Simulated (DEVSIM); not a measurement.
Device: TaN/SiON/p-In0.53Ga0.47As capacitor, at 300 K.

| layer (left to right) | material | thickness (nm) | Na (cm⁻³) |
|---|---|---|---|
| 1 | SiON | 23.0 | - |
| 2 | In0.53Ga0.47As | 7400 | 5.9e15 |

Metal gate on the left, work function 4.4 eV. Fixed charge at the semiconductor interface -8.8e10 cm⁻² (in units of +e); no interface traps.

The device is made up for the run: typed textbook-type constants, with dimensions and the other settings drawn at random. Values at 300 K; Nc and Nv go as T^1.5, mobilities as T to minus their exponent, the gap by Varshni's rule with the affinity fixed.

| parameter | SiON | In0.53Ga0.47As |
|---|---|---|
| gap (eV) | 7 | 0.74 |
| affinity (eV) | 1.4 | 4.51 |
| permittivity | 5.5 | 13.9 |
| Nc (cm⁻³) | - | 2.1e17 |
| Nv (cm⁻³) | - | 7.7e18 |
| Varshni α (eV/K) | - | 0.00035 |
| Varshni β (K) | - | 190 |

Model (solved in DEVSIM): 1D Poisson equation in equilibrium, Boltzmann statistics, complete ionisation; no quantum confinement or tunnelling. Metal contacts follow the ideal Schottky-Mott rule: no Fermi-level pinning, no interface dipoles.

The temperature was swept, all else fixed.

| temperature (K) | flat-band voltage (V) | minimum of the low-frequency capacitance (μF/cm²) | threshold voltage (band bending 2φF) (V) |
|---|---|---|---|
| 250 | -0.65 | 0.0319 | 0.05 |
| 300 | -0.60 | … | … |
| 350 | -0.54 | 0.0401 | -0.02 |
| 400 | -0.49 | 0.0465 | -0.05 |
| 450 | -0.44 | 0.0568 | -0.10 |
| 500 | -0.38 | 0.0721 | -0.14 |

Q: Fill in the missing entries.

A: 
- 300, minimum of the low-frequency capacitance (μF/cm²): 0.0353
- 300, threshold voltage (band bending 2φF) (V): 0.02
